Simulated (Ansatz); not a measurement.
Start from LaN in the zinc blende structure (space group F-43m, No. 216; a = 5.546 Å; a hypothetical phase, not in the database extracts checked).

Modification: every lattice vector is stretched by 4.73 %, atoms relaxed at fixed cell.

Levels (all Ansatz, an electronic-structure program, PAW): PBEsol (420 eV, no SOC); r2SCAN (500 eV, scalar-relativistic without spin-orbit coupling); HSE06 (420 eV, spin-orbit coupling left out).

At the geometry relaxed with PBEsol, these levels gave the following band gaps, in shuffled order: (a) 2.04 eV, (b) 1.42 eV, (c) 0.99 eV.

Match each gap to its level.

(a) HSE06; (b) r2SCAN; (c) PBEsol.

Single points use the geometry relaxed with PBEsol. HSE06 was sampled on its mesh, a few special points and the semilocal edge points, so its gap is an upper bound. The cells carry an imposed strain or load. Whether these cells are dynamically stable was not tested.
